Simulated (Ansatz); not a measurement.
Consider GaS in the beta-GaS type structure (space group P6_3/mmc, No. 194; a = 3.5342 Å, c = 15.0389 Å; layered, stacked along the Cartesian z axis).

Level of theory: PBEsol-D3(BJ), PAW, 420 eV (Ansatz, a program for electronic structure; no spin-orbit coupling).

Before the change:

```
Quantity              Result
-------------------  -------
Lattice parameter a  3.534 Å
Smallest direct gap  1.73 eV
```

Modification: a hydrostatic pressure of 7 GPa.

Question: What happens to the lattice parameter a?

Answer: The lattice parameter a shrinks by 0.104 Å, from 3.534 Å to 3.430 Å.

Question: What does the calculation give for the smallest direct gap after the change?

Answer: The smallest direct gap grows by 0.38 eV (1.73 eV → 2.11 eV).

Load acts through the strain it causes; cell and atoms are relaxed under it. No phonon test of stability was made. No other phases were tried under pressure.
